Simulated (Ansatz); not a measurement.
Start from MgSe in the rock salt structure (space group Fm-3m, No. 225).

```
MgSe
1.0
    0.00000     2.75415     2.75415
    2.75415     0.00000     2.75415
    2.75415     2.75415     0.00000
Se Mg
1 1
Direct
  0.00000   0.00000   0.00000
  0.50000   0.50000   0.50000
```

Computed with PBE (Ansatz, a first-principles code), no spin-orbit coupling, earlier PAW set.

Base values:

The valley order comes out as X along ⟨100⟩ 1.77 eV; Γ 2.40 eV and the shortest interatomic distance comes out as 2.754 Å.

It is then changed as follows: cell and atoms relaxed at a pressure of 5 GPa.

### Question
What happens to the valley order?

### Answer
The valley order (the lowest conduction-band minima on the path, energy above the VBM, named in the base's zone) changes from X along ⟨100⟩ 1.77 eV; Γ 2.40 eV to X along ⟨100⟩ 1.89 eV; Γ 2.88 eV.

### Question
Estimate the effect on the shortest interatomic distance.

### Answer
The shortest interatomic distance drops by 0.065 Å (2.754 Å → 2.689 Å).

The levels and masses belong to the bands next to the band gap. Load acts through the strain it causes; cell and atoms are relaxed under it. Stability against distortions was not tested. No other phases were tried under pressure.
